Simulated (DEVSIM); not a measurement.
Structure: Ru/SiO2/n-Si capacitor, at 300 K.

```csv
layer (left to right),material,thickness (nm),Nd (cm⁻³)
1,SiO2,42.0,-
2,Si,14000,1.7e15
```

Metal gate on the left, work function 4.7 eV. Fixed charge at the semiconductor interface -9.5e10 cm⁻² (in units of +e); no interface traps.

The device is made up for the run: typed textbook-type constants, with dimensions and the other settings drawn at random. Values at 300 K; Nc and Nv go as T^1.5, mobilities as T to minus their exponent, the gap by Varshni's rule with the affinity fixed.

```csv
parameter,SiO2,Si
gap (eV),9,1.124
affinity (eV),0.9,4.05
permittivity,3.9,11.7
Nc (cm⁻³),-,2.86e19
Nv (cm⁻³),-,3.1e19
Varshni α (eV/K),-,0.000473
Varshni β (K),-,636
```

Simulated with DEVSIM: 1D Poisson equation in equilibrium, Boltzmann statistics, complete ionisation; no quantum confinement or tunnelling. Metal contacts follow the ideal Schottky-Mott rule: no Fermi-level pinning, no interface dipoles.

Base results: capacitance of the dielectric stack (μF/cm²) 0.0822; minimum of the low-frequency capacitance (μF/cm²) 0.0145; flat-band voltage (V) 0.58; threshold voltage (band bending 2φF) (V) -0.26.

Q: What follows from this one change: fixed charge -9.5e+10 → 1.24e+11 cm^-2?

A: capacitance of the dielectric stack little changed (0.0822 μF/cm²); minimum of the low-frequency capacitance little changed (0.0144 μF/cm²); flat-band voltage 0.58 → 0.16 V; threshold voltage (band bending 2φF) -0.26 → -0.69 V.

Q: What follows from this one change: temperature 300 → 350 K?

A: capacitance of the dielectric stack little changed (0.0822 μF/cm²); minimum of the low-frequency capacitance 0.0145 → 0.0165 μF/cm²; flat-band voltage 0.58 → 0.53 V; threshold voltage (band bending 2φF) -0.26 → -0.18 V.

Q: What follows from this one change: interface trap density 0 → 3e+11 cm^-2 eV^-1?

A: capacitance of the dielectric stack little changed (0.0822 μF/cm²); minimum of the low-frequency capacitance 0.0145 → 0.0364 μF/cm²; flat-band voltage 0.58 → 0.76 V; threshold voltage (band bending 2φF) -0.26 → -0.44 V.

Q: What follows from this one change: substrate doping 1.7e+15 → 1.7e+14 cm^-3?

A: capacitance of the dielectric stack little changed (0.0822 μF/cm²); minimum of the low-frequency capacitance 0.0145 → 0.00598 μF/cm²; flat-band voltage 0.58 → 0.52 V; threshold voltage (band bending 2φF) -0.26 → -0.04 V.
